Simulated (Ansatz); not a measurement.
Cost and result by functional for the surface energy of the (11-20) surface of hexagonal WC in its 1x1 cell (cut with top plane C + W, bottom plane C + W), outermost plane spacing 1.46 Å in the ideal cut, in Ansatz (plane waves, PAW). Single points on the PBE structure, on one kind of machine; costs are rough ratios of the slab run's core time (references not counted) to the cheapest single point. r2SCAN's cost holds its higher cutoff (500 against 420 eV). Differences are taken against r2SCAN for comparison alone: no measured value is at hand, so the table doesn't rank accuracy.

Set-up: 16 atoms, C8W8, 10.2 Å thick at the start (thin: gaps and levels are the slab's own); mesh 13x8x1; 0.1 eV smearing; dipole correction on; all atoms relaxed; symmetry of the start imposed; no spin, no spin-orbit, no U. These notes are the PBE run's.

```csv
functional,relative cost,surface energy (J/m²),less r2SCAN (J/m²)
PBEsol,1,4.11,0.09
LDA,1,4.24,0.22
RPBE,1,3.54,-0.48
r2SCAN,3,4.02,0.00
PBE (the relaxed run's value),–,3.76,-0.26
```

The values span 0.69 J/m², while the single points' costs differ by a factor of roughly 3. Differences are of unrounded values.

Ansatz is a program for electronic structure.
